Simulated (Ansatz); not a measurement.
Results of G0W0@PBEsol in Ansatz (hard PAW, contour deformation) for BAs (model structure, P6₂22, No. 180, 6 atoms in the cell).

The same calculation (at the PBEsol cell, 12.549 Å³/atom) with different numerical settings; throughout: k mesh 3×3×2:

```json
[
 {"run": "1", "response cutoff (eV)": "100", "empty bands": "314", "quasiparticle gap on the mesh (eV)": "1.157", "quasiparticle gap at Γ (eV)": "2.649", "rough time": "90 core-s"},
 {"run": "2", "response cutoff (eV)": "150", "empty bands": "577", "quasiparticle gap on the mesh (eV)": "1.184", "quasiparticle gap at Γ (eV)": "2.693", "rough time": "6 core-min"},
 {"run": "3", "response cutoff (eV)": "200", "empty bands": "888", "quasiparticle gap on the mesh (eV)": "1.196", "quasiparticle gap at Γ (eV)": "2.713", "rough time": "10 core-min"},
 {"run": "4", "response cutoff (eV)": "250", "empty bands": "1242", "quasiparticle gap on the mesh (eV)": "1.202", "quasiparticle gap at Γ (eV)": "2.723", "rough time": "40 core-min"},
 {"run": "5", "response cutoff (eV)": "300", "empty bands": "1632", "quasiparticle gap on the mesh (eV)": "1.204", "quasiparticle gap at Γ (eV)": "2.727", "rough time": "50 core-min"}
]
```

In the column quasiparticle gap at Γ (eV) the first row differs from the last by -0.078 and the next to last by -0.004.

The last row is no converged limit: other settings stay fixed.

Spin–orbit coupling is not included.

A model structure was made by putting elements into a prototype or built by hand; it is no filed structure, need not be a known phase, and can be a saddle point held by its symmetry.

Ansatz is a program for electronic structure.
